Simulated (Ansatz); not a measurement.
How the c axis length of TiS2 (P-3m1, No. 164, 3 atoms in the cell; start COD 1537865) moves with the method

No measured value is used here.

### Question
Put these levels in order of the c axis length that they give for TiS2 (P-3m1, No. 164, 3 atoms in the cell; start COD 1537865), smallest first: LDA (Ansatz, an electronic-structure program), PBE (Ansatz), PBE-D3(BJ) (Ansatz), PBEsol (Ansatz).

### Answer
LDA (5.446 Å), PBE-D3(BJ) (5.523 Å), PBEsol (5.637 Å), PBE (6.558 Å)

LDA, PBE-D3(BJ), PBE, PBEsol: the relaxation could not lower the start's symmetry, so the cell can be a saddle point above a distorted one. Ansatz's density-functional and Hartree–Fock values are scalar-relativistic unless marked +SOC, with PAW data made under PBE.
